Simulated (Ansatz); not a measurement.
NbON (model structure, Pca2₁, No. 29, 12 atoms in the cell), treated with PBEsol in Ansatz (plane waves, PAW).

Settings: plane-wave cutoff 520 eV, 6×8×8 k mesh (along the axes of the cell as run), Fermi–Dirac smearing 0.01 eV, no spin polarisation, scalar-relativistic PAW data made under PBE.

Cell (relaxed at this level):

```xyz
12
Lattice="5.1227 0.0000 0.0000 0.0000 4.8563 0.0000 0.0000 0.0000 4.9650" Properties=species:S:1:pos:R:3 pbc="T T T"
Nb     0.1438     1.3747     1.1875
Nb     4.9790     3.4817     3.6700
Nb     2.7052     3.4817     1.1875
Nb     2.4176     1.3747     3.6700
O      1.9164     0.3234     0.6027
O      3.2064     4.5329     3.0852
O      4.4778     4.5329     0.6027
O      0.6450     0.3234     3.0852
N      1.1813     2.6200    -0.0226
N      3.9415     2.2363     2.4599
N      3.7426     2.2363    -0.0226
N      1.3801     2.6200     2.4599
```

Question: What does this level give for the band gap and direct gap at Γ?

Answer: 
- band gap: 1.38 eV (on the SCF k mesh)
- direct gap at Γ: 2.13 eV

Note: the relaxation could raise the start's symmetry but not lower it, so the cell can be a saddle point.

Spin–orbit coupling is not included.

The computed numbers hold no vibrational or temperature effects.

Cost on a shared machine: about 19 core-minutes (a rough figure).

A model structure was made by putting elements into a prototype or built by hand; it is no filed structure, need not be a known phase, and can be a saddle point held by its symmetry.

Ansatz is an electronic-structure program.
